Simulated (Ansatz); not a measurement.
AlB2-type MgB₂

Computed with r²SCAN (plane waves, PAW; Ansatz, an electronic-structure program).

Numerical settings: plane-wave cutoff 560 eV, 24×24×16 k mesh (along the axes of the cell as run), Fermi–Dirac smearing 0.05 eV, scalar-relativistic PAW data made under PBE.

Cell: relaxed at this level.

- equilibrium volume per atom = 9.54 Å³/atom
- bulk modulus B0 = 149 GPa
- lattice parameter a = 3.069 Å
- c axis length = 3.511 Å
- band gap = none
- pressure derivative B′ of the bulk modulus = 3.6

Measured, for comparison: bulk modulus 151 ± 5 GPa (room temperature, not corrected to a static lattice, B' fixed at 4, our sources range from 147 to 151; as tabulated in Vogt et al. (2001), arXiv:cond-mat/0102480); lattice constant a 3.083 Å, lattice parameter c 3.521 Å (300 K, not corrected to a static lattice; as tabulated in Loa et al. (2002), arXiv:cond-mat/0206051). Computed (rounded) less measured: bulk modulus -1 % (inside the range of the sources held), lattice constant a -0.5 %, lattice parameter c -0.3 %. A static lattice is as a rule a little smaller and stiffer than an uncorrected measurement, which narrows the difference in the lattice constant a and would widen misses of the other sign.

Note: the bulk modulus comes from volumes at which shape and atoms were relaxed.

The computed numbers hold no vibrational or temperature effects.

The result took very roughly 8 core-minutes.
